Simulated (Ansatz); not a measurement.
**SnO2: transverse stress against strain**

SnO2 (rutile, P4_2/mnm, 12.578 Å³/atom at rest, c along z) under a strain ε along c (axis z), the other axes held. PBE in Ansatz, a plane-wave DFT program (PAW, default set), 420 eV, 7×7×10 Γ-centred mesh, Fermi-Dirac smearing 0.05 eV; ions are relaxed within the symmetry of each cell. Stress is positive for a compressed cell.

Here s stands for strain and y for stress xx.

| strain (%) | stress xx (GPa) |
|---|---|
| -1.20 | 1.58 |
| -0.60 | 0.78 |
| 0.00 | 0.00 |
| 0.60 | -0.75 |
| 1.20 | -1.48 |
| 3.00 | ? |

The 5 complete rows are fitted with a straight line, y against s. Means: s 0, y 0.026. About the means, the sum of products is -4.5900 and the sum of squares of s is 3.6000; the slope is their ratio. Least squares gives y = 0.026 - 1.2750·s. Residuals (row less fit): 0.024, -0.011, -0.026, -0.011, 0.024; standard error 0.026 (degrees of freedom: 3). The slope gives the elastic constant C13 = 127 ± 1.4 GPa.

Problem. Estimate the missing y (s = 3.00); what did the run itself give?

Solution. y = 0.026 - 1.2750 × 3.0 = -3.799 GPa. The calculation gives -3.53 GPa, 0.269 GPa above the prediction (5.3 % of the range of y in the table). The row lies outside the fitted rows, so this is an extrapolation. From the scatter of the fitted rows alone, a prediction at this place has a standard error of 0.051 GPa, so the miss is 5.3 times that.

One order more, fitted to all 11 runs of the series, follows each within 0.01, so the miss is the next term of a smooth law. Rows are the converged runs of the series near zero and its far end; series whose fitted rows scatter by over a few per cent of the range, as at a crossing or softening among them, aren't shown in this form. Most that stay on the fit to the last digits aren't either.
